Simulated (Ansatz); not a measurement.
A relaxation of cell and atoms of Ti2H4Pd (I4/mmm, 7 atoms in the cell) with Ansatz (a first-principles code).

Method: LDA (PW92), PAW files made with PBE (plane waves; Ansatz).

```yaml
crystal:
  lattice:
    - [-1.46944, 1.46944, 6.60902]
    - [1.46944, -1.46944, 6.60902]
    - [1.46944, 1.46944, -6.60902]
  atoms:
    - { symbol: Ti, position: [0.34560, 0.34560, 0.00000] }
    - { symbol: Ti, position: [0.65440, 0.65440, 0.00000] }
    - { symbol: H, position: [0.86772, 0.86772, 0.00000] }
    - { symbol: H, position: [0.13228, 0.13228, 0.00000] }
    - { symbol: H, position: [0.75000, 0.25000, 0.50000] }
    - { symbol: H, position: [0.25000, 0.75000, 0.50000] }
    - { symbol: Pd, position: [0.00000, 0.00000, 0.00000] }
```

Reference input (self-consistent single point, DFT, LDA (PW92), plane waves, PAW files made with PBE): basis.ecutwfc = 420 eV; kpoints.mp_grid.grid = 10 10 10; hamiltonian.xc = lda; hamiltonian.pseudopotentials = {kind: paw} (the program's default PAW files); scf.occupations.method = gaussian; scf.occupations.width = 0.05 eV. This run's input differs from it in these lines:

```diff
@@ -23,2 +23,4 @@
   occupations: { method: gaussian, width: 0.05 }
+relax:
+  cell: {}
 output:
```

The program printed (abridged):

```
   [... SCF lines of the steps left out ...]
relax step   1: F+E_penalty+E_count = -11811.03709948 eV  Δ(F+E_penalty+E_count) = +0.000e0 eV  max|allowed force component| = 1.916e-1 eV/Å  Δτ_max = 0.0000 Å  P = -9.716 GPa  Ω = 57.083 Å³  (10 SCF iters, dr2 threshold 1.00e-7 eV, accepted)
relax step   2: F+E_penalty+E_count = -11811.00809681 eV  Δ(F+E_penalty+E_count) = +2.900e-2 eV  max|allowed force component| = 6.870e-1 eV/Å  Δτ_max = 0.0534 Å  P = +12.607 GPa  Ω = 50.208 Å³  energy of the carried Pulay correction = +5.876e-3 eV  [...]
   [... lines left out ...]
relax step   6: F+E_penalty+E_count = -11811.15290891 eV  Δ(F+E_penalty+E_count) = -1.508e-5 eV  max|allowed force component| = 2.055e-4 eV/Å  Δτ_max = 0.0010 Å  P = +0.002 GPa  Ω = 53.564 Å³  energy of the carried Pulay correction = +2.917e-3 eV  [...]
relax step   7: F+E_penalty+E_count = -11811.15019397 eV  Δ(F+E_penalty+E_count) = +2.715e-3 eV  max|allowed force component| = 5.066e-4 eV/Å  Δτ_max = 0.0000 Å  P = -0.016 GPa  Ω = 53.564 Å³  stress off target by 2.01e-2 GPa  SCF on the basis [...]
basis re-selected at this cell: Δ(F+E_penalty+E_count) = +2.715e-3 eV, ΔP = -0.018 GPa vs the last step
the relaxation is at rest under the 16 symmetry operations that the run kept from its start: a minimum is not shown …
Free energy (F): -11811.150194 eV
Internal energy: -11811.146651 eV  (E = F + TS)
E sigma→0 (E₀):  -11811.148422 eV
Entropy (-TS):   -0.003543 eV (-0.506 meV/atom)
Fermi energy:    15.501645 eV
--- Forces (eV/Å), atoms counted from 1 ---
  atom   1  Ti     0.00000000     0.00000000    -0.00050659
   [... lines left out ...]
  cell:  # Å, volume = 53.5636 Å³
   [... lines left out ...]
    - { symbol: H, position: [0.13272098766222598, 0.13272098766222598, -1.8636053720455327e-34] }
    - { symbol: H, position: [0.7499999999999999, 0.24999999999999997, 0.5] }
    - { symbol: H, position: [0.24999999999999997, 0.7499999999999999, 0.5] }
    - { symbol: Pd, position: [2.812268236173519e-20, 2.812268236173522e-20, -4.205493727248838e-35] }
```

The run converged.  The full log also holds: “iter 5 did not close the SCF: its close was put off for the readings that it lacked (scf_convergence_deferred on its scf_iter line)”. The full log also holds: “iter 5 did not close the SCF: its close was put off for the readings that it lacked (scf_convergence_deferred on its scf_iter line)”.

Summary of the result:
Free energy E − TS (on the zero of these files): -11811.1502 eV
Fermi level (on the code's own zero): 15.50 eV
Pressure: -0.02 GPa
Final cell: a = b = c = 6.7833 Å, α = β = 155.51°, γ = 34.90°
Final volume per atom: 7.65 Å³
Relaxation steps: 7

The starting cell comes from a database of computed structures (which also holds hypothetical and non-ambient phases and stackings), without a prior relaxation at this level. Spin polarisation is off. The relaxation keeps the symmetry of its start, so its end need not be a minimum. Ansatz's pressure includes its estimate of the finite-basis (Pulay) stress.

Cost on one core of a shared machine: roughly 80 s.

Keys are those of Ansatz 0.2.
